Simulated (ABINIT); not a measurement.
Input and output of a self-consistent single point for Ag (Fm-3m, 1 atom in the cell) (ABINIT).

Method: PBE, spin-orbit coupling, norm-conserving pseudopotentials (PseudoDojo nc-fr-04 PBE standard) (plane waves; ABINIT).

```
Ag
1.0
    0.00000     2.04500     2.04500
    2.04500     0.00000     2.04500
    2.04500     2.04500     0.00000
Ag
1
Direct
  0.00000   0.00000   0.00000
```

Reference input (self-consistent single point, DFT, PBE, plane waves, norm-conserving pseudopotentials (PseudoDojo nc-sr-05 PBE standard)): pseudos = [Ag.upf]; ecut = 41 Ha; occopt = 7; tsmear = 0.00367493 Ha; ngkpt = 14 14 14; nshiftk = 1; shiftk = 0 0 0; potentials = PseudoDojo nc-sr-05 PBE standard; nband = 15; kptopt = 1; nstep = 80; toldfe = 1e-09 Ha. This run's input differs from it in these lines:

```diff
@@ -1,2 +1,2 @@
-# Ag, PseudoDojo nc-sr-05 PBE standard
+# Ag, PseudoDojo nc-fr-04 PBE standard
 pp_dirpath "./"
@@ -14,5 +14,7 @@
 ecut 41
+nspinor 2
+nspden 1
 occopt 7
 tsmear 0.00367493
-nband 15
+nband 31
 kptopt 1
```

Its files differ too (potentials: PseudoDojo nc-sr-05 PBE standard → PseudoDojo nc-fr-04 PBE standard).

Output, abridged:

```
 pspatm: atomic psp has been read  and splines computed

   5.23847253E+02                                ecore*ucvol(ha*bohr**3)
 ==== Info on pseudopotentials ====
  Norm-conserving pseudopotentials
  Number of pseudopotentials ..    1
  Number of types of atoms   ..    1
  Calculation with spin-orbit coupling
  Max number of channels (spin-orbit included)   5
  - Atom type    1 has spin-orbit characteristics (pspso=  2)
  Nonlocal part applied using Legendre polynomials
  Max number of non-local projectors over l and type   4
  Highest angular momentum +1 .......   3
  Max number of (l,n)   components ..  16
  Max number of (l,m,n) components ..  16

 Pseudo-Core Charge Info:
   Number of radial points for pseudo-core charge .. 2501
   XC core-correction treatment (optnlxccc) ........    1
   Radius for pseudo-core charge for each type .....

  - Atom type    1 has pseudo-core radius ..  2.3600

 Info on the Q-grid used for form factors in spline form:
   Number of q-points for radial functions ffspl ..   3001
   Number of q-points for vlspl ...................   3001
   vloc is computed in Reciprocal Space
   model core charge treated in real-space

  XC functional for type 1 is -101130
  Pseudo valence available: yes

 symatm: atom number 1 is reached starting at atom
   1  1  1  1  1  1  1  1  1  1  1  1  1  1  1  1  1  1  1  1  1  1  1  1
   1  1  1  1  1  1  1  1  1  1  1  1  1  1  1  1  1  1  1  1  1  1  1  1

--- !BUG
src_file: m_inwffil.F90
src_line: 2703
mpi_rank: 0
message: |
    When nspinor2 is 2, nbd2 must be even, while it is nbd2=31
...

  Action: contact ABINIT group (please attach the output of `abinit -b`)

 abinit_abort: decision taken to exit. Check above messages for more info
Abort(13) on node 0 (rank 0 in comm 0): application called MPI_Abort(MPI_COMM_WORLD, 13) - process 0

--- !BUG
src_file: m_inwffil.F90
src_line: 2703
mpi_rank: 0
message: |
    When nspinor2 is 2, nbd2 must be even, while it is nbd2=31
...

  Action: contact ABINIT group (please attach the output of `abinit -b`)
```

The program stopped before any SCF iteration. 

The starting cell has typed, rounded lattice constants, without a prior relaxation at this level.
